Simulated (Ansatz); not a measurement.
Consider V-vacancy pair (V on one host Mo site, one Mo site vacant) in bcc Mo, neutral cell. The step: direct exchange of V with the vacancy (V-vacancy distance between ideal sites 2.74 Å throughout); the atom moves 2.74 Å along (0.50, 0.50, 0.50) of the unit cell; the moving atom starts with neighbours 4 Mo at 2.71, Mo at 2.72, 2 Mo at 2.73, 3 Mo at 3.14, 2 Mo at 3.15, Mo at 3.18 Å and ends with 4 Mo at 2.71, Mo at 2.72, 2 Mo at 2.73, 3 Mo at 3.14, 2 Mo at 3.15, Mo at 3.18 Å. DFT values are from Ansatz (plane-wave PAW, 420 eV unless said) in a cell of 36 host sites, spin-restricted, static, with no finite-size correction. Forms of the defect that were not tried may lie lower. For the PBE band: the saddle point's order was not checked, and it lies on a symmetry element of the cell, where a band can be held.

```
Level                                                                           Forward barrier (eV)  Cost of the band or of the saddle's single point
------------------------------------------------------------------------------  --------------------  ------------------------------------------------
CHGNet universal potential (has no charge state), its own band                                  0.70                                                 -
PBE, a 2×2×3 k-point mesh shifted by half a step, band relaxed                                  1.21            about 70 core-minutes (a rough figure)
PBE, a 3×3×5 k-point mesh shifted by half a step, same geometries                               1.12                     around 7 core-minutes (rough)
r2SCAN at 500 eV, a 2×2×3 k-point mesh shifted by half a step, same geometries                   ___                       very roughly 4 core-minutes
```

Problem. Complete the blanks.

Solution. 
- r2SCAN at 500 eV, a 2×2×3 k-point mesh shifted by half a step, same geometries, Forward barrier (eV): 1.30

Ansatz is a first-principles code.
